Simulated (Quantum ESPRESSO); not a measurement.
Checking a run of Quantum ESPRESSO on MnV (P1, 2 atoms in the cell). The aim is a self-consistent single point with DFT, LDA (PZ), plane waves, GBRV 1.5 ultrasoft (LDA) pseudopotentials.

Cell that was meant: a = 2.9000 Å, b = 2.9000 Å, c = 2.9000 Å, α = 90.00°, β = 90.00°, γ = 90.00°.

Part of the input:

```fortran
/
&SYSTEM
 ibrav = 0
 celldm(1) = 2.900000167
 nat = 2
 ntyp = 2
 ecutwfc = 50
```

The program printed (abridged):

```
     G-vector sticks info
     --------------------
     sticks:   dense  smooth     PW     G-vecs:    dense   smooth      PW
   [... lines left out ...]
         2        V      tau(   2) = (   0.4950230   0.4884660   0.5080000  )

     number of k points=   260  Marzari-Vanderbilt smearing, width (Ry)=  0.0100

     Number of k-points >= 100: set verbosity='high' to print them.

     Dense  grid:     3287 G-vectors     FFT dimensions: (  20,  20,  20)

     Smooth grid:     1189 G-vectors     FFT dimensions: (  15,  15,  15)

     Initial potential from superposition of free atoms

     starting charge      27.4989, renormalised to      28.0000
     Self-consistent Calculation

     iteration #  1     ecut=    50.00 Ry     beta= 0.40

     total energy              =    -339.92927478 Ry
     estimated scf accuracy    <       1.06339411 Ry

     total magnetization       =     1.10 Bohr mag/cell
     absolute magnetization    =     1.10 Bohr mag/cell

     iteration #  2     ecut=    50.00 Ry     beta= 0.40

     total energy              =    -340.04183778 Ry
     estimated scf accuracy    <       0.29929187 Ry

     total magnetization       =     0.70 Bohr mag/cell
     absolute magnetization    =     0.70 Bohr mag/cell

   [... lines left out ...]

   [... 7 blocks of this kind left out ...]

     iteration # 11     ecut=    50.00 Ry     beta= 0.40

     total energy              =    -340.10489645 Ry
     estimated scf accuracy    <          5.1E-10 Ry

     total magnetization       =    -0.00 Bohr mag/cell
     absolute magnetization    =     0.00 Bohr mag/cell

     iteration # 12     ecut=    50.00 Ry     beta= 0.40

     Magnetic moment per site  (integrated on atomic sphere of radius R)
     atom   1 (R=0.346)  charge= 10.8247  magn= -0.0000
     atom   2 (R=0.346)  charge=  8.6739  magn= -0.0000
     End of self-consistent calculation

     Number of k-points >= 100: set verbosity='high' to print the bands.

     the Fermi energy is   122.7270 ev

!    total energy              =    -340.10489645 Ry
     estimated scf accuracy    <          2.6E-11 Ry
     smearing contrib. (-TS)   =      -0.00010442 Ry
     internal energy E=F+TS    =    -340.10479203 Ry

     total magnetization       =    -0.00 Bohr mag/cell
     absolute magnetization    =     0.00 Bohr mag/cell

     convergence has been achieved in  12 iterations

     Forces acting on atoms (cartesian axes, Ry/au):

     atom    1 type  1   force =    -0.45086059   -1.02987145    0.71825819
     atom    2 type  2   force =     0.45086059    1.02987145   -0.71825819

     Total force =     1.886693     Total SCF correction =     0.000004

          total   stress  (Ry/bohr**3)                   (kbar)     P=   193006.54
   1.31478788   0.00182171  -0.00136204       193411.97      267.98     -200.36
   0.00182171   1.30822421  -0.00246650          267.98   192446.43     -362.83
  -0.00136204  -0.00246650   1.31308320         -200.36     -362.83   193161.21

   JOB DONE.
```

Problem. Can these results be used? Check the input.

Solution. The run is not sound. The fault is this: cell lengths typed in angstrom where bohr is read. 1 bohr is 0.529 Å, so a mix-up scales every length by 1.89 or 0.529 and the volume by 6.75 or 0.148. To fix it, give the lengths in the unit that the key or card expects. The run converged in 12 iterations without an error; against the sound input the free energy rises by 110 eV/atom, the pressure goes from -21.41 to 19300 GPa and the largest force goes from 0.332 to 34.30 eV/Å.

An input that runs soundly differs in these lines (not the only fix; some lines may just follow from the change or write a value another way):
```diff
- celldm(1) = 2.900000167
+ celldm(1) = 5.480205761
```

With that input, the run converged in 20 iterations: free energy E − TS -4847.8835 eV; Fermi level (on the code's own zero) 17.94 eV; pressure -21.41 GPa; largest force (vector length) 0.332 eV/Å; size of the cell's spin moment 0.00 μB (DFT, LDA (PZ), plane waves, GBRV 1.5 ultrasoft (LDA) pseudopotentials).

On the sound input: the starting cell comes from a database of published, mostly measured structures (it also holds non-ambient and calculated ones), without a prior relaxation at this level. Its atoms were displaced at random from the sites of space group no. 221. The starting moments vanished: the run ended non-magnetic, which need not be the lowest state. With a pressure of about -21 GPa the cell is away from its equilibrium volume at this level.
